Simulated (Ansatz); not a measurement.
Input and output of a dielectric-response calculation for WSe₂ (P6_3/mmc, 6 atoms in the cell) (Ansatz, a first-principles code).

Method: PBEsol, PAW files made with PBE (plane waves; Ansatz).

```yaml
crystal:
  lattice:
    - [1.64820, -2.85477, 0.00000]
    - [1.64820, 2.85477, 0.00000]
    - [0.00000, 0.00000, 13.02480]
  atoms:
    - { symbol: W, position: [0.33333, 0.66667, 0.25000] }
    - { symbol: W, position: [0.66667, 0.33333, 0.75000] }
    - { symbol: Se, position: [0.33333, 0.66667, 0.87900] }
    - { symbol: Se, position: [0.66667, 0.33333, 0.37900] }
    - { symbol: Se, position: [0.66667, 0.33333, 0.12100] }
    - { symbol: Se, position: [0.33333, 0.66667, 0.62100] }
```

Reference input (self-consistent single point, DFT, PBEsol, plane waves, PAW files made with PBE): basis.ecutwfc = 30.9 Ry; kpoints.mp_grid.grid = 9 9 2; hamiltonian.xc = pbesol; hamiltonian.pseudopotentials = {kind: paw} (the program's default PAW files); scf.occupations.method = fermi_dirac; scf.occupations.width = 0.0037 Ry. This run's input differs from it in these lines:

Ansatz 0.2 input:
```diff
@@ -13,3 +13,3 @@
 basis:
-  ecutwfc: 30.9 Ry
+  ecutwfc: 24.6 Ry
 kpoints:
@@ -20,7 +20,4 @@
 scf:
-  occupations: { method: fermi_dirac, width: 0.0037 Ry }
-output:
-  forces: true
-  eigenvalues: true
-  stress: true
+  occupations: { method: fixed }
+dielectric: {}
```

Log, with long lists cut:

```
SCF iter   1: F=—  HF=-42216.668572 eV  |F-HF|=—  |Δ(HF+E_count)|=         —  Δρ=3.63e-2  dr2=5.72e0  ethr=3.10e-3  ⟨swp⟩=4.7  Hψ=9038  notcnv=0  defer=290
all-band conjugate gradients solve this SCF's bands
preconditioner: auto → Resta (q_TF=auto, 2.601 Å⁻¹)
SCF iter   2: F=—  HF=-42215.804023 eV  |F-HF|=—  |Δ(HF+E_count)|=   8.65e-1  Δρ=2.23e-2  dr2=8.13e-1  ethr=3.10e-3  ⟨swp⟩=2.0  Hψ=3721  notcnv=0  defer=257
   [... lines left out ...]
SCF iter   8: F=—  HF=-42215.547774 eV  |F-HF|=—  |Δ(HF+E_count)|=   3.37e-6  Δρ=2.59e-5  dr2=7.70e-7  ethr=8.63e-9  ⟨swp⟩=2.0  Hψ=4970  notcnv=0  defer=118
SCF iter   9: F=—  HF=-42215.547775 eV  |F-HF|=—  |Δ(HF+E_count)|=   1.44e-6  Δρ=6.59e-6  dr2=3.35e-8  ethr=8.37e-10  ⟨swp⟩=2.0  Hψ=3571  notcnv=0  defer=118
SCF iter  10: F=—  HF=-42215.547775 eV  |F-HF|=—  |Δ(HF+E_count)|=   2.24e-8  Δρ=9.11e-7  dr2=1.01e-9  ethr=3.64e-11  ⟨swp⟩=2.0  Hψ=3923  notcnv=0  defer=118
SCF iter  11: F=-42215.547775 eV  HF=-42215.547775 eV  |F-HF|=7.28e-12  |Δ(HF+E_count)|=   1.32e-9  Δρ=2.95e-7  dr2=8.49e-11  ethr=1.00e-12  ⟨swp⟩=10.9  Hψ=10975  notcnv=0
SCF 1 converged in 11 iterations: F = -42215.547775 eV  dr2 = 8.49e-11
DFPT response loops at Γ: preconditioner auto → Resta (q_TF=auto, 2.601 Å⁻¹)  ε∞=7.6 (no band partly filled) …
── the response to a field inside a basis, on 10×10×2 k-points: an SCF that follows is theirs, and a resumed run solves both again ──
Crystal: 6 atoms, lattice volume = 122.569 Å³
Bands: 47, of which v1, the nominal top of the filled ones, is band 46 counted from 1 (45 counted from 0)
k-points: 30 of 200 (irreducible under 8 space group operations)
Initial density: handed on by an earlier stage of this run
Initial wavefunctions: pseudopotential atomic-orbital guess (no wavefunctions were taken with the density)
   [... lines left out ...]
Free energy (F): -42215.547775 eV
Fermi energy:    12.269481 eV
   [... lines left out ...]
         0.00000    0.00000    0.40266
    site 5:
         0.62836   -0.00000    0.00000
        -0.00000    0.62836   -0.00000
         0.00000   -0.00000    0.40266
  Z* charge neutrality: 5.326e-2 e pre-enforcement
  solved inside a basis spanned on kpoints, on 10×10×2 k-points, its susceptibility summed on 14×14×4: ε∞ is read to err by 1.0e-1, Z* by 3.0e-2 e (field_mesh …
```

The run converged in 17 iterations. 

Summary of the result:
```
Item                                                                                                                                     Value
----------------------------------------------------------------------------------------  ----------------------------------------------------
Free energy E − TS (on the zero of these files)                                                                                 -42215.5478 eV
Top of the valence band (on the code's own zero)                                                                                      12.27 eV
Gap on the k-point mesh                                                                                                                1.05 eV
ε∞ at this k-point mesh, which may be far from converged in small-gap cells (xx, yy, zz)                                      15.3, 15.3, 7.50
Born charges at this mesh (mean of the diagonal, e)                                       W -1.11, W -1.11, Se 0.55, Se 0.55, Se 0.55, Se 0.55
```

The starting cell has typed, rounded lattice constants, without a prior relaxation at this level. Its lattice was rescaled by up to half a per cent. Spin-orbit coupling is off. The cutoff lies below the one recommended for these files.

Cost on one core of a shared machine: roughly 3 min.
